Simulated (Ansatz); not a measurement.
**Response to strain in Sn**

Take Sn in the diamond structure (space group Fd-3m, No. 227; a = 6.569 Å) as the base. Axes: x, y, z lie along the cube axes.

Strains are applied to the cell and any free atomic positions relax; under biaxial strain the out-of-plane vector relaxes too.

The values are results of r2SCAN/PAW in Ansatz (a program for electronic structure), no SOC, earlier PAW set, not measurements.

Candidates:
(a) biaxial strain −4.41 %, plane normal [110], relaxed out of plane
(b) biaxial strain +4.93 %, plane normal [110], relaxed out of plane
(c) biaxial strain +1.04 %, plane normal [110], relaxed out of plane
(d) biaxial strain −1.84 %, plane normal [001], relaxed out of plane

Notes on the quantities. energy relative to the base: free energy F.

**Question.** Order them by energy relative to the base, highest first.

**Answer.** (b) biaxial strain +4.93 %, plane normal [110], relaxed out of plane (+44 meV/atom), (a) biaxial strain −4.41 %, plane normal [110], relaxed out of plane (+40 meV/atom), (d) biaxial strain −1.84 %, plane normal [001], relaxed out of plane (+5.3 meV/atom), (c) biaxial strain +1.04 %, plane normal [110], relaxed out of plane (+2.1 meV/atom)

A biaxial case was relaxed in a doubled cell and then solved in the primitive one. No phonon test of stability was made.
